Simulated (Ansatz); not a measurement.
Results of r²SCAN in Ansatz (plane waves, PAW) for NiTe₂ (P-3m1, No. 164, 3 atoms in the cell; start mp-2578).

Settings: plane-wave cutoff 560 eV, 18×18×10 k mesh (along the axes of the cell as run), Fermi–Dirac smearing 0.05 eV, no spin polarisation, scalar-relativistic PAW data made under PBE.

Cell (relaxed at this level):

```
CELL_PARAMETERS angstrom
      3.86349     0.00000     0.00000
     -1.93174     3.34588     0.00000
      0.00000     0.00000     5.41794
ATOMIC_POSITIONS crystal
  Ni 0.00000 0.00000 0.00000
  Te 0.33333 0.66667 0.23997
  Te 0.66667 0.33333 0.76003
```

Question: Predict the bulk modulus B0.

Answer: 
- bulk modulus B0: 33.1 GPa

The run finds no gap.

Note: the bulk modulus is −V dP/dV from two relaxed cells at ±2 % in volume; the relaxation could not lower the start's symmetry, so the cell can be a saddle point above a distorted one.

Spin–orbit coupling is not included; it can open a gap where bands touch, and shift volumes and moduli.

The computed numbers hold no vibrational or temperature effects.

The result took about 17 core-minutes (a rough figure).

A start named mp-… is a Materials Project structure, which need not be a measured phase.

Ansatz is a first-principles code.
